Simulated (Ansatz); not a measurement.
Reference: Ta (Im-3m), PBEsol, DFPT electron-phonon coupling, linearised Boltzmann equation (plane waves, PAW, scalar-relativistic; Ansatz, a quantum-chemistry and plane-wave program); axes and stresses refer to this cell.

```yaml
crystal:
  lattice:
    - [-1.64114, 1.64114, 1.64114]
    - [1.64114, -1.64114, 1.64114]
    - [1.64114, 1.64114, -1.64114]
  atoms:
    - { symbol: Ta, position: [0.00000, 0.00000, 0.00000] }
```

electron-phonon coupling λ: 0.94
mean free path at 300 K: 3.7 nm
logarithmic mean phonon energy: 12.6 meV

Change: functional LDA. What happens to electron-phonon coupling λ, mean free path at 300 K, logarithmic mean phonon energy?

electron-phonon coupling λ goes to 0.97, a move of 4 % that is no larger than the two runs' mesh errors together; mean free path at 300 K moves little, to 3.7 nm; logarithmic mean phonon energy moves little, to 12.6 meV.

Change: hydrostatic pressure 15 GPa. What happens to electron-phonon coupling λ, mean free path at 300 K, logarithmic mean phonon energy?

electron-phonon coupling λ falls to 0.86; mean free path at 300 K goes up to 4.4 nm; logarithmic mean phonon energy grows to 13.9 meV.

Metals; harmonic phonons alone scatter; means over directions. The mean free path is weighted by the current that each state carries. Halving the electron mesh moves these values by up to 4 %; q meshes are mostly untested. Some of the runs warned that the eigensolver left states short of its tolerance. Spin-orbit coupling is left out unless a row names it. Stresses and pressures are the targets of the relaxation.  The structure type is held under load, also where the real crystal would transform.
